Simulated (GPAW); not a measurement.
Band structure of CaGaSiH (P3m1, 4 atoms in the cell).

```
CaGaSiH
1.0
    4.09110     0.00000     0.00000
   -2.04555     3.54300     0.00000
    0.00000     0.00000     4.76280
Ca Ga Si H
1 1 1 1
Cartesian
  0.00000   0.00000   0.00000
  2.04555   1.18100   2.65193
  0.00000   2.36200   2.06563
  2.04555   1.18100   4.40559
```

Method of the run: PBEsol, GPAW PAW datasets PBEsol (made by gpaw-setup) (plane waves; GPAW).

Settings: mode = pw; ecut = 850 eV; xc = PBEsol; kpts = 6 6 5; mesh shift (steps) = 0 0 0; occupations.name = fermi-dirac; occupations.width = 0.02 eV; nbands = -8; convergence.forces = 0.001 eV/Å; convergence.bands = -6; symmetry.symmorphic = false; symmetry.tolerance = 0.0005; maxiter = 100; bandpath_npoints = 40.

The starting cell comes from a database of computed structures (which also holds hypothetical and non-ambient phases and stackings), without a prior relaxation at this level.

Predict the gap along the standard path and the places of the band edges.

The gap along the path is 0.18 eV, from A to M; the smallest direct gap on it is 1.28 eV.

Levels in eV from the top of the valence band on the SCF mesh, bands 6 to 13:
| point | 6 | 7 | 8 | 9 | 10 | 11 | 12 | 13 |
|---|---|---|---|---|---|---|---|---|
| Γ | -4.56 | -2.09 | -0.62 | -0.62 | 1.26 | 3.06 | 3.06 | 3.62 |
| M | -7.06 | -3.27 | -1.82 | -0.88 | 0.41 | 1.58 | 2.49 | 2.75 |
| K | -7.33 | -4.16 | -2.79 | -0.75 | 0.63 | 2.31 | 3.45 | 4.54 |
| A | -6.67 | -0.07 | -0.07 | 0.23 | 1.59 | 1.59 | 1.67 | 2.52 |
| L | -6.53 | -4.80 | -2.04 | -2.01 | 1.29 | 2.71 | 3.79 | 4.41 |
| H | -7.17 | -4.60 | -3.59 | -1.78 | 1.68 | 3.72 | 3.80 | 4.02 |
